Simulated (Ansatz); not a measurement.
Levels about the gap of amorphous In$_{24}$Al$_{6}$Zn$_{9}$O$_{54}$ (93 atoms in a cell of 1170 Å³, 6.20 g/cm³; zone centre alone, so wide bands show as single levels with stretches between that a denser mesh fills), at the geometry that PBE relaxed, where it gives 3.8 GPa on a denser mesh. The participation number counts the atoms over which a state spreads; weights are charges in smoothed Voronoi cells. The levels come from a single point, so bond lengths are those of that geometry. Method of the levels: PBE, scalar-relativistic without spin-orbit coupling (Ansatz, a first-principles code). Sampling: the zone centre alone; Fermi-Dirac width 0.02 eV; no spin polarisation. At PBE the levels at the filled edge of the gap are localised (band-tail or defect states).

A CHGNet melt-quench gave the starting glass, which DFT then relaxed. O atoms were pushed apart under 1.9 Å during the dynamics, to hinder bonds among them. The hot cell started wider than the set density and was brought back towards it in steps. It is the lowest in DFT energy of 4 quenches. It is a model cell: composition and starting density were chosen by hand, and all elements were melted together. No dispersion term was used. A short ab initio anneal came between quench and relaxation. Its density started from a set value of 6.20 and ended at 6.20 g/cm³. Cooling (nominally 88 K/ps over its main leg) ran many orders faster than in experiment, which tends to leave more defects and strain. One small periodic cell is one sample of the glass; other quenches scatter about these values. The volume was held where the preparation left it and the shape relaxed, at a PBE pressure of 3.8 GPa. Stress components on the final sampling reach 3.9 GPa.

```json
[
 {"E - E(highest filled), eV": "-0.44", "filling": "filled", "participation number": "19.4", "largest on": "O, 3 neighbours", "weight O": "0.89", "weight In": "0.03", "weight Zn": "0.08", "weight Al": "0.01"},
 {"E - E(highest filled), eV": "-0.39", "filling": "filled", "participation number": "19.1", "largest on": "O, 4 neighbours", "weight O": "0.89", "weight In": "0.03", "weight Zn": "0.07", "weight Al": "0.01"},
 {"E - E(highest filled), eV": "-0.34", "filling": "filled", "participation number": "22.8", "largest on": "O, 3 neighbours", "weight O": "0.88", "weight In": "0.04", "weight Zn": "0.07", "weight Al": "0.00"},
 {"E - E(highest filled), eV": "-0.29", "filling": "filled", "participation number": "24.8", "largest on": "O, 3 neighbours", "weight O": "0.85", "weight In": "0.04", "weight Zn": "0.10", "weight Al": "0.01"},
 {"E - E(highest filled), eV": "-0.23", "filling": "filled", "participation number": "20.5", "largest on": "O, 3 neighbours", "weight O": "0.84", "weight In": "0.04", "weight Zn": "0.12", "weight Al": "0.01"},
 {"E - E(highest filled), eV": "-0.08", "filling": "filled", "participation number": "19.7", "largest on": "O, 4 neighbours", "weight O": "0.80", "weight In": "0.03", "weight Zn": "0.16", "weight Al": "0.01"},
 {"E - E(highest filled), eV": "0.00", "filling": "filled", "participation number": "9.7", "largest on": "O, 4 neighbours", "weight O": "0.80", "weight In": "0.02", "weight Zn": "0.18", "weight Al": "0.01"},
 {"E - E(highest filled), eV": "0.61", "filling": "empty", "participation number": "78.1", "largest on": "In, 4 neighbours", "weight O": "0.53", "weight In": "0.36", "weight Zn": "0.09", "weight Al": "0.03"},
 {"E - E(highest filled), eV": "2.70", "filling": "empty", "participation number": "14.6", "largest on": "In, 4 neighbours", "weight O": "0.57", "weight In": "0.39", "weight Zn": "0.02", "weight Al": "0.01"},
 {"E - E(highest filled), eV": "3.17", "filling": "empty", "participation number": "39.9", "largest on": "In, 6 neighbours", "weight O": "0.59", "weight In": "0.35", "weight Zn": "0.04", "weight Al": "0.01"},
 {"E - E(highest filled), eV": "3.21", "filling": "empty", "participation number": "38.1", "largest on": "In, 5 neighbours", "weight O": "0.60", "weight In": "0.35", "weight Zn": "0.04", "weight Al": "0.01"},
 {"E - E(highest filled), eV": "3.31", "filling": "empty", "participation number": "51.5", "largest on": "In, 6 neighbours", "weight O": "0.62", "weight In": "0.34", "weight Zn": "0.03", "weight Al": "0.01"},
 {"E - E(highest filled), eV": "3.42", "filling": "empty", "participation number": "52.7", "largest on": "In, 5 neighbours", "weight O": "0.60", "weight In": "0.32", "weight Zn": "0.06", "weight Al": "0.02"},
 {"E - E(highest filled), eV": "3.62", "filling": "empty", "participation number": "61.0", "largest on": "In, 6 neighbours", "weight O": "0.59", "weight In": "0.29", "weight Zn": "0.09", "weight Al": "0.02"}
]
```

Most localised among these is the filled level at +0.00 eV, on a O atom, which has 4 neighbours (Al 1.81 Å, Al 1.85 Å, Zn 2.09 Å, Zn 2.11 Å).
